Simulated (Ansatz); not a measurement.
The parent structure is Mg in the hcp (Mg type) structure (space group P6_3/mmc, No. 194; a = 3.195 Å, c = 5.197 Å; relaxed with 0.1 eV smearing).

All numbers come from Ansatz (an electronic-structure program) PBE, without spin-orbit coupling.

For the base:

```
Property   Result
--------  -------
Pressure  0.0 GPa
Band gap     zero
```

The change: every lattice vector is stretched by 1.50 %; the atoms relax in the strained cell.

Problem. Estimate the effect on the pressure.

Solution. The pressure (mean of the normal stresses, compression positive) goes from zero to -1.5 GPa.

Problem. What does the calculation give for the energy relative to the base after the change?

Solution. The energy increases by 5.0 meV/atom.

Problem. What does the calculation give for the band gap after the change?

Solution. The band gap remains zero.

No phonon test of stability was made.
